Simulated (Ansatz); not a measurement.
Base system: LiF in the rock salt structure (space group Fm-3m, No. 225; a = 4.008 Å).

Calculations: DFT with PBEsol, PAW potentials and a 420 eV plane-wave cutoff in Ansatz (a quantum-chemistry and plane-wave program), spin-orbit coupling left out.

For the base:

The volume per atom is 8.05 Å³.

It is then changed as follows: a hydrostatic pressure of 5 GPa.

### Question
What happens to the volume per atom?

### Answer
The volume per atom drops by 0.48 Å³ to 7.57 Å³.

Load acts through the strain it causes; cell and atoms are relaxed under it. Stability against distortions was not tested. Competing high-pressure phases were not computed.
